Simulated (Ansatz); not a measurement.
The parent structure is WC (space group P-6m2, No. 187; a = 2.9127 Å, c = 2.8354 Å; relaxed with 0.1 eV smearing).

Computed with r2SCAN, PAW, 500 eV (Ansatz, a first-principles code; scalar-relativistic without spin-orbit coupling).

Base values:

The pressure comes out as 0.0 GPa and the band gap is zero.

Modification: an isotropic linear strain of +3.00 %, atoms relaxed at fixed cell.

### Question
What does the calculation give for the pressure, energy relative to the base and band gap after the change?

### Answer
The pressure (mean of the normal stresses, compression positive) goes from zero to -29.7 GPa; the energy goes up by 97 meV/atom; the band gap remains zero.

No phonon test of stability was made. All final runs are without spin polarisation.
